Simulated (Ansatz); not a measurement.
An Ansatz (an electronic-structure program) input (r2SCAN (Ansatz; PAW; 500 eV plane waves; spin-orbit coupling left out)):

Ansatz 0.2 input:
```yaml
crystal:
  lattice:
    - [0, 2.601517215, 2.5885096289]
    - [2.601517215, 0, 2.5885096289]
    - [2.601517215, 2.601517215, 0]
  atoms:
    - { symbol: Mg, position: [0, 0, 0] }
    - { symbol: S, position: [0.5, 0.5, 0.5] }
basis: { ecutwfc: 500, ecutrho_ratio: 4, xc_grid: 4, fft_grid_basis: typed }
kpoints: { mp_grid: { grid: [11, 11, 11] } }
hamiltonian:
  xc: r2scan
  dispersion: none
  pseudopotentials: { kind: paw }
scf: { occupations: { method: fermi_dirac, width: 0.05 }, convergence: { dr2_threshold: 0.0000000002 } }
relax: { f_tol: 0.005, max_steps: 50 }
output: { forces: true, stress: true }
checkpoint: { write: state.ck, write_every: 1000 }
```

Question: Which symmetry and how many k-points will the program report, and about how many plane waves at Γ?

Answer: Space group I4/mmm (ITA 139) with 16 operations, k-points 126 of 1331, and 893 plane waves at Γ.

Question: And the final pressure?

Answer: 0.41 GPa (compression positive).

The cells carry an imposed strain or load. Stability against distortions was not tested. The cell was made from MgS in the rock salt structure (space group Fm-3m, No. 225) by this change: uniaxial strain ε_zz = −0.50 %.
